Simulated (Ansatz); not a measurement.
A (8,2) BN nanotube has 56 atoms in a period of 6.638 Å, a mean diameter of 7.40 Å, and lies 98 meV/atom over the flat sheet relaxed at the same level.

The numbers are results of PBE (plane waves to 420 eV, PAW; Ansatz, a quantum-chemistry and plane-wave program), not measurements. Mesh 1×1×6. No spin polarisation. Periodic along z alone, with about 11 Å of vacuum beside it. An idealised model, rolled from the flat sheet. Symmetry and one short period hold its shape; lower forms weren't sought.

Which bending rigidity of the sheet does this imply in the thin-plate picture?

A plate bent to radius R stores D/(2R²) an area. The area an atom is π × 7.40 × 6.638/56 = 2.76 Å², so the stored energy is 0.098/2.76 = 0.0355 eV/Å². With R = 3.700 Å, D = 2R² × 0.0355 = 0.97 eV.
